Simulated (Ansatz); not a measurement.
# beta Ga2O3: the defect N on the O site (N_O)

These are PBE, PAW (plane waves to 420 eV; Ansatz, an electronic-structure program) values and carry that method's errors. The supercell holds 160 host sites (1×4×2 repeats of a cell of 20 atoms), with a Γ-point k-point sampling for the final energies. Site at the start: the O(3) site. Energies of charged states are corrected for periodic images (point charge plus alignment at distant sites). Dielectric constants: PBE linear response of the host. Host gap at this level: 2.00 eV. Zone-centre sampling of a cell this small can put levels off by half an eV or more. The semilocal functional narrows the gap, so deep levels can fall outside it. Spin–orbit coupling is left out. Each state is the lowest found from its start.

Formation energies E_f are given with the Fermi level at the valence-band maximum. Chemical conditions: Ga-rich (Δμ(O) = -3.04 eV, Δμ(N) = -0.88 eV, bounded by wurtzite GaN; only phases computed here count, gases as isolated molecules at 0 K). Reference phases: N: N2 molecule in a box, O: O2 molecule in a box.

Charges with a result: +1, 0, −1. Others weren't obtained, and one of them could lie lower, also by skipping a charge.

```
charge         moment (μB)  point group  largest move off a lattice site (Å)  image correction with alignment (eV)  E_f, Ga-rich (eV)  above the lowest spin state (eV)
------  ------------------  -----------  -----------------------------------  ------------------------------------  -----------------  --------------------------------
+1†                    2.0            –                                 0.18                                  0.13                  –                              0.00
+1*     not spin-polarised            –                                 0.07                                     –                  –                              0.25
0                      1.0           C1                                 0.16                                  0.00               2.81                              0.00
−1      not spin-polarised           Cs                                 0.09                                  0.13               3.33                              0.00
```

* At this level the carrier isn't localised at the defect: . Such a state is shallow or no state of the defect, and this cell gives it no level.

† Not settled in this cell, so no level is given: charge +1: level within 0.1 eV of a band edge or past it.

Point groups are those of the whole cell at tolerances of 0.03 and 0.1 Å ("near" where only the looser one holds); none is given for unsettled states.

Not the lowest form: the same atoms on another site or from another start ended lower, by 0.69 eV at charge 0. The levels below are those of this configuration alone.

Transition levels above the valence-band maximum: ε(0/−1) = 0.53 eV.

Flagged in the runs: a host whose relaxation on this sampling wasn't shown to rest, zone-centre sampling.
